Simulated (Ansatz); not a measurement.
## HF on the 1x1 (110) surface of bcc Ta, one in a 2x2 cell, started at the site 'bridge Ta-Ta (span 2.9 Å)'

Computed with PBE with D3(BJ) dispersion (plane waves to 420 eV, PAW; Ansatz, an electronic-structure program).

Model: 18-atom slab, 6.8 Å thick at the start under the adsorbate (thin: gaps and levels are the slab's own), 5x5x1 mesh, Fermi-Dirac 0.1 eV, dipole correction, 8 atoms held, the rest relaxed; no symmetry held; no spin, no spin-orbit, no U. At the end it is bonded to Ta. In D3-corrected PBE it is, or lies within 0.03 eV of, the lowest of the starts that converged.

The adsorption energy against HF(g) is -0.41 eV. The work function of the top face comes out as 4.88 eV and the change of the work function is 0.12 eV. The change of the step from the bottom to the top vacuum level, against the clean slab is 0.14 eV and the energy released by relaxation is 0.24 eV. The height of the binding atom over the mean of the host atoms within 0.3 Å of the top one is 2.409 Å and the nearest host atoms of the binding atom comes out as Ta at 2.38 Å, Ta at 3.57 Å, Ta at 3.57 Å. The largest move of a host atom comes out as 0.09 Å and the note is in the relaxation the adsorbate left its starting site by 1.2 Å. The cost is very roughly 29 core-minutes.

A negative adsorption energy means that the adsorbate is more stable on the surface than in its reference.
